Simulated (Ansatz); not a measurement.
Take BiB in the zinc blende structure (space group F-43m, No. 216; a = 5.4556 Å; a hypothetical phase, not in the database extracts checked) as the base.

Perturbation: a negative pressure, −1 GPa.

Levels (all Ansatz, an electronic-structure program, PAW): PBEsol (420 eV, scalar-relativistic without spin-orbit coupling); r2SCAN (500 eV, no spin-orbit coupling); HSE06 (420 eV, without spin-orbit coupling).

At the geometry relaxed with PBEsol, these levels gave the following band gaps, in shuffled order: (a) 0.94 eV, (b) 0.35 eV, (c) 0.44 eV.

Task: Match each gap to its level.

Result: (a) HSE06; (b) PBEsol; (c) r2SCAN.

Single points use the geometry relaxed with PBEsol. With Bi present, leaving out spin-orbit coupling can change the band edges. Load acts through the strain it causes; cell and atoms are relaxed under it. Stability against distortions was not tested.
